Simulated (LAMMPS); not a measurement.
Molecular dynamics of a melt of Ni (fcc) with 50 % of Ni sites Al, 2048 atoms, cooled from 1860 K to 300 K at 1e+14 K/s, at zero pressure.

Level of theory: classical MD, pair style eam/alloy, file NiAlH_jea.eam.alloy (LAMMPS).

Predict the energy above the random crystal at 0 K, the volume per atom.

energy above the random crystal at 0 K: 0.020 eV/atom; volume per atom: 13.2 Å³ (one sample).
